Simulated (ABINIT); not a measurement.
A user runs ABINIT on BaMnO₃ (Pm-3m, 5 atoms in the cell) and asks whether the run is sound. The aim is a self-consistent single point with DFT, PBEsol, plane waves, PAW (JTH v2.0 PBE PAW, files made for PBE).

Cell that was meant: a = 4.0188 Å, b = 4.0188 Å, c = 4.0188 Å, α = 90.00°, β = 90.00°, γ = 90.00°.

Part of the input:

```
      0 0 0
      0 0 0
occopt 7
tsmear 0.07349864
nband 31
kptopt 1
ngkpt 5 5 5
```

Log, with long lists cut:

```
 Symmetries : space group Pm -3 m (#221); Bravais cP (primitive cubic)

 -outvars: echo values of preprocessed input variables --------
   [... lines left out ...]

 Coarse grid specifications (used for wave-functions):

 getcut: wavevector=  0.0000  0.0000  0.0000  ngfft=  40  40  40
         ecut(hartree)=     30.000   => boxcut(ratio)=   2.13619

 Fine grid specifications (used for densities):

 getcut: wavevector=  0.0000  0.0000  0.0000  ngfft=  54  54  54
         ecut(hartree)=     60.000   => boxcut(ratio)=   2.03920

   4.52803982E+03                                ecore*ucvol(ha*bohr**3)

_setup2: Arith. and geom. avg. npw (full set) are    3437.576    3437.561
--- !BeginCycle
solver: {iscf: 17, nstep: 60, nline: 4, wfoptalg: 10, }
tolerances: {tolvrs: 1.00E-10, }
...

     iter   Etot(hartree)     deltaE(h) residm    nres2    magn
 ETOT  1  -173.09798796536    -1.73E+02 5.58E+00 1.20E+03 1.477
 ETOT  2  -186.91703635639    -1.38E+01 2.27E-01 3.57E+03 0.912
 ETOT  3  -179.46805480319     7.45E+00 4.81E-01 7.47E+02 0.365
 ETOT  4  -179.56465805445    -9.66E-02 3.27E-01 4.35E+02 0.584
 ETOT  5  -179.23087258085     3.34E-01 3.98E-02 1.17E+02 1.105
   [... 19 lines left out ...]
 ETOT 25  -179.13081189423     2.40E-10 1.58E-09 8.16E-08 0.000
 ETOT 26  -179.13081189443    -1.92E-10 1.26E-09 2.26E-08 0.000
 ETOT 27  -179.13081189441     1.55E-11 1.96E-10 1.22E-09 0.000
 ETOT 28  -179.13081189441    -2.73E-12 1.54E-10 9.16E-11 0.000
 At SCF step   28       nres2   =  9.16E-11 < tolvrs=  1.00E-10 =>converged.

 Cartesian components of stress tensor (hartree/bohr^3)
  sigma(1 1)=  3.10349218E-04  sigma(3 2)=  0.00000000E+00
  sigma(2 2)=  3.10349218E-04  sigma(3 1)=  0.00000000E+00
  sigma(3 3)=  3.10349218E-04  sigma(2 1)=  0.00000000E+00

 Integrated electronic and magnetization densities in atomic spheres:
 Radius=ratsph(iatom), smearing ratsm=  0.0000. Diff(up-dn)=approximate z local magnetic moment.
 Atom    Radius    up_density   dn_density  Total(up+dn)  Diff(up-dn)
    1   2.31519     3.267109     3.267109      6.534219    -0.000000
    2   2.11192     6.539790     6.539817     13.079607    -0.000027
    3   1.41465     2.248215     2.248215      4.496429     0.000000
   [... lines left out ...]
 Total magnetization (from the atomic spheres):            -0.000026
 Total magnetization (exact up - dn):                      -0.000026
 Fermi (or HOMO) energy (hartree) =   0.17113   Average Vxc (hartree)=  -0.42338
   [... lines left out ...]
total_energy        : -1.79130812100615E+02
total_energy_eV     : -4.87439728922337E+03
...

-Cartesian components of stress tensor (GPa)         [Pressure= -9.1308E+00 GPa]
- sigma(1 1)=  9.13078770E+00  sigma(3 2)=  0.00000000E+00
- sigma(2 2)=  9.13078770E+00  sigma(3 1)=  0.00000000E+00
- sigma(3 3)=  9.13078770E+00  sigma(2 1)=  0.00000000E+00

 Calculation completed.
```

Q: Is anything amiss in this input, and did it matter?

A: The run is not sound. The fault is a smearing width that is far too large. A width of many tenths of an electronvolt moves electrons far across the Fermi level or the gap, and the free energy and its derivatives carry a large smearing term. To fix it, use a width small against the gap or band features. The run converged in 28 iterations without an error; against the sound input the free energy drops by 518 meV/atom, the pressure goes from -12.80 to -9.13 GPa and the size of the net moment goes from 0.60 to 0.00 μB/atom.

The sound input it was made from differs as follows (other fixes are possible):
```diff
-tsmear 0.07349864
+tsmear 0.00499791
```

With that input, the run converged in 26 iterations: free energy E − TS -4871.81 eV; Fermi level (on the code's own zero) 3.59 eV; pressure -12.80 GPa; size of the cell's spin moment 3.00 μB; site moments (μB, in the program's spheres or projections) Ba 0.00, Mn 2.83, O 0.01, O 0.01, O 0.01 (DFT, PBEsol, plane waves, PAW (JTH v2.0 PBE PAW, files made for PBE)).

On the sound input: the starting cell comes from a database of computed structures (which also holds hypothetical and non-ambient phases and stackings), without a prior relaxation at this level. Its lattice was rescaled by a random factor within 2.5 % of one. With one magnetic atom in the cell only a parallel order is possible. The potentials were made for another functional than the one used. With a pressure of about -13 GPa the cell is away from its equilibrium volume at this level.
